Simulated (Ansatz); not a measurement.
**A computed series for CsLiWO4: response to strain**

The reference is CsLiWO4 (space group I-4, No. 82; a cell from a computed database, its experimental status unchecked).

```
CsLiWO4
1.0
   -2.95006     2.95006     4.08054
    2.95006    -2.95006     4.08054
    2.95006     2.95006    -4.08054
Cs Li W O
1 1 1 4
Direct
  0.00000   0.00000   0.00000
  0.75000   0.25000   0.50000
  0.50000   0.50000   0.00000
  0.60935   0.44868   0.30961
  0.55132   0.86093   0.16067
  0.13907   0.29974   0.69039
  0.70026   0.39065   0.83933
```

Cartesian axes are those of the cell as printed.

Strains are applied to the cell and any free atomic positions relax; under biaxial strain the out-of-plane vector relaxes too.

Calculations: PBEsol (Ansatz, a program for electronic structure; PAW; 420 eV plane waves; no SOC).

Notes on the quantities. pressure: mean of the normal stresses, compression positive.

```json
[
 {"change": "base", "band gap": "4.84 eV", "electron mass": "0.63 mₑ along c, 0.56 mₑ across (at Γ)", "pressure": "0.00 GPa", "volume per atom": "20.29 Å³"},
 {"change": "biaxial strain −3.96 %, plane normal [001], relaxed out of plane", "band gap": "4.80 eV", "electron mass": "0.54 mₑ out of plane, 0.61 mₑ in plane (at Γ)", "pressure": "1.42 GPa", "volume per atom": "19.77 Å³"},
 {"change": "biaxial strain −2.52 %, plane normal [001], relaxed out of plane", "band gap": "4.84 eV", "electron mass": "0.58 mₑ (at Γ)", "pressure": "0.86 GPa", "volume per atom": "19.90 Å³"},
 {"change": "biaxial strain −0.55 %, plane normal [001], relaxed out of plane", "band gap": "4.85 eV", "electron mass": "0.62 mₑ out of plane, 0.56 mₑ in plane (at Γ)", "pressure": "0.18 GPa", "volume per atom": "(withheld)"},
 {"change": "biaxial strain +3.66 %, plane normal [001], relaxed out of plane", "band gap": "4.76 eV", "electron mass": "0.66 mₑ out of plane, 0.55 mₑ in plane (at Γ)", "pressure": "-0.88 GPa", "volume per atom": "21.15 Å³"},
 {"change": "isotropic strain −2.17 %", "band gap": "5.00 eV", "electron mass": "0.67 mₑ along c, 0.57 mₑ across (at Γ)", "pressure": "1.88 GPa", "volume per atom": "19.00 Å³"},
 {"change": "uniaxial strain ε_xx = −0.86 %", "band gap": "4.86 eV", "electron mass": "0.63 mₑ along z, 0.56 mₑ across (at Γ)", "pressure": "(withheld)", "volume per atom": "20.12 Å³"},
 {"change": "uniaxial strain ε_xx = +0.52 %", "band gap": "(withheld)", "electron mass": "0.63 mₑ along z, 0.56 mₑ across (at Γ)", "pressure": "-0.14 GPa", "volume per atom": "20.40 Å³"},
 {"change": "uniaxial strain ε_zz = +4.31 %", "band gap": "4.70 eV", "electron mass": "0.57 mₑ (at Γ)", "pressure": "-0.78 GPa", "volume per atom": "21.17 Å³"}
]
```

Q: What belongs in the blanks?

A: 
- biaxial strain −0.55 %, plane normal [001], relaxed out of plane, volume per atom: 20.18 Å³
- uniaxial strain ε_xx = −0.86 %, pressure: 0.23 GPa
- uniaxial strain ε_xx = +0.52 %, band gap: 4.83 eV

With W present, leaving out spin-orbit coupling can change the band edges. Effective masses come from finite differences of ±0.01 Å⁻¹. Whether these cells are dynamically stable was not tested.
